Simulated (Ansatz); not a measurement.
An Ansatz (a first-principles code) run: In2Co3S2 with a change (uniaxial strain ε_zz = −1.20 %); PBEsol, PAW, 420 eV (Ansatz; no spin-orbit coupling).

Input:

Ansatz 0.2 input:
```yaml
crystal:
  lattice:
    - [2.6185331951, 1.5118108451, 4.408076832]
    - [-2.6185331951, 1.5118108451, 4.408076832]
    - [0, -3.0236216901, 4.408076832]
  atoms:
    - { symbol: In, position: [0.5, 0.5, 0.5] }
    - { symbol: In, position: [0, 0, 0] }
    - { symbol: Co, position: [0, 0, 0.5] }
    - { symbol: Co, position: [0.5, 0, 0] }
    - { symbol: Co, position: [0, 0.5, 0] }
    - { symbol: S, position: [0.7213901539, 0.7213901539, 0.7213901539] }
    - { symbol: S, position: [0.2786098461, 0.2786098461, 0.2786098461] }
basis: { ecutwfc: 420, ecutrho_ratio: 4, xc_grid: 2, fft_grid_basis: typed }
kpoints: { mp_grid: { grid: [11, 11, 11] } }
hamiltonian:
  xc: pbesol
  dispersion: none
  pseudopotentials: { kind: paw }
scf: { occupations: { method: fermi_dirac, width: 0.05 }, convergence: { dr2_threshold: 0.0000000007 } }
relax: { f_tol: 0.005, max_steps: 50 }
output: { forces: true, stress: true }
checkpoint: { write: state.ck, write_every: 1000 }
```

Output (explanatory and most iteration lines left out):

```
Relaxation: its limit of steps is 50 (relax.max_steps)
Pseudopotential: In, paw, valence charge 13
Pseudopotential: Co, paw, valence charge 17
Pseudopotential: S, paw, valence charge 6
Crystal: 7 atoms, lattice volume = 104.702 Å³
Basis set: ecut = 420 eV, 2037 PW (Γ), exchange–correlation on 72×72×72 points (8 copies of the dense FFT grid, shifted against one another)
Bands: 54, of which v1, the nominal top of the filled ones, is band 45 counted from 1 (44 counted from 0)
Symmetry: 12 space group operations
Space group: R-3m (ITA 166), of the structure as read, at distance tolerance 4.7e-5 Å
k-points: 146 of 1331
Functional: x = pbesol(κ = 0.804, μ = 0.12345679012345678), c = pbesol(β = 0.046)
SCF iter   1: F=—  HF=-28102.422157 eV  |F-HF|=—  |Δ(HF+E_count)|=         —  Δρ=2.11e-2  dr2=2.84e-1  ethr=1.77e-3  ⟨swp⟩=6.4  Hψ=30014  notcnv=0  defer=14
SCF iter   2: F=—  HF=-28102.386802 eV  |F-HF|=—  |Δ(HF+E_count)|=   3.54e-2  Δρ=6.75e-3  dr2=3.47e-2  ethr=3.20e-4  ⟨swp⟩=2.0  Hψ=10180  notcnv=0  defer=297
SCF 1 converged in 11 iterations: F = -28102.381566 eV  dr2 = 5.24e-11
relax step   1: F+E_penalty+E_count = -28102.38156550 eV  Δ(F+E_penalty+E_count) = +0.000e0 eV  max|allowed force component| = 2.770e-1 eV/Å  Δτ_max = 0.0000 Å  (11 SCF iters, accepted)
Crystal: 7 atoms, lattice volume = 104.702 Å³
SCF iter   1: F=—  HF=-28102.384769 eV  |F-HF|=—  |Δ(HF+E_count)|=         —  Δρ=5.62e-4  dr2=2.47e-4  ethr=2.62e-7  ⟨swp⟩=2.0  Hψ=22703  notcnv=0  defer=301
SCF iter   2: F=—  HF=-28102.384743 eV  |F-HF|=—  |Δ(HF+E_count)|=   2.60e-5  Δρ=3.05e-4  dr2=8.87e-5  ethr=2.62e-7  ⟨swp⟩=1.0  Hψ=7584  notcnv=0  defer=301
SCF 2 converged in 8 iterations: F = -28102.384692 eV  dr2 = 1.17e-10
relax step   2: F+E_penalty+E_count = -28102.38469242 eV  Δ(F+E_penalty+E_count) = -3.127e-3 eV  max|allowed force component| = 8.620e-2 eV/Å  Δτ_max = 0.0086 Å  (8 SCF iters, accepted)
Crystal: 7 atoms, lattice volume = 104.702 Å³
SCF iter   1: F=—  HF=-28102.385061 eV  |F-HF|=—  |Δ(HF+E_count)|=         —  Δρ=2.55e-4  dr2=5.09e-5  ethr=5.65e-7  ⟨swp⟩=2.4  Hψ=16180  notcnv=0  defer=301
SCF iter   2: F=—  HF=-28102.385039 eV  |F-HF|=—  |Δ(HF+E_count)|=   2.23e-5  Δρ=1.37e-4  dr2=1.80e-5  ethr=5.72e-8  ⟨swp⟩=1.0  Hψ=9198  notcnv=0  defer=301
SCF 3 converged in 7 iterations: F = -28102.385031 eV  dr2 = 5.27e-10
relax step   3: F+E_penalty+E_count = -28102.38503149 eV  Δ(F+E_penalty+E_count) = -3.391e-4 eV  max|allowed force component| = 1.161e-3 eV/Å  Δτ_max = 0.0039 Å  (7 SCF iters, accepted)
SCF converged after 7 iterations
Free energy (F): -28102.385031 eV
Internal energy: -28102.341590 eV  (E = F + TS)
E sigma→0 (E₀):  -28102.363311 eV
Entropy (-TS):   -0.043442 eV (-6.206 meV/atom)
Fermi energy:    13.606630 eV
--- Forces (eV/Å), atoms counted from 1 ---
  atom   1  In     0.00000000    -0.00000000    -0.00000000
  atom   2  In     0.00000000    -0.00000000    -0.00000000
  atom   3  Co    -0.00000000     0.00000000     0.00000000
  atom   4  Co     0.00000000    -0.00000000    -0.00000000
  atom   5  Co     0.00000000     0.00000000     0.00000000
  atom   6  S      0.00000000    -0.00000000    -0.00116146
  atom   7  S      0.00000000     0.00000000     0.00116146
--- Stress (GPa, compression-positive) ---
        0.769338       0.000000       0.000000
        0.000000       0.769338       0.000000
       -0.000000       0.000000       2.262694
  P = ⅓ Tr σ = 1.2671 GPa (12.671 kbar)
--- Relaxed structure (3 steps of the walk, 3 accepted, 0 SCFs on fresh bases) ---
  atoms:
    - { symbol: In, position: [0.5, 0.5, 0.5] }
    - { symbol: In, position: [4.969545609024792e-32, 4.969173481284447e-32, -9.939174204167599e-32] }
    - { symbol: Co, position: [-2.7755575615628914e-17, -2.7755575615628914e-17, 0.5] }
    - { symbol: Co, position: [0.5, 0.0, 2.7755575615628914e-17] }
    - { symbol: Co, position: [0.0, 0.5, 2.7755575615628914e-17] }
    - { symbol: S, position: [0.7204444789888116, 0.7204444789888116, 0.7204444789888117] }
    - { symbol: S, position: [0.27955552101118836, 0.27955552101118836, 0.27955552101118836] }
```

Without a gap, meshes like the base's 11×11×11 leave anisotropic stresses uncertain by several tenths of a GPa, and small strain energies with them. No phonon test of stability was made. All final runs are without spin polarisation. The cell was made from In2Co3S2 (space group R-3m, No. 166; non-magnetic) by this change: uniaxial strain ε_zz = −1.20 %.
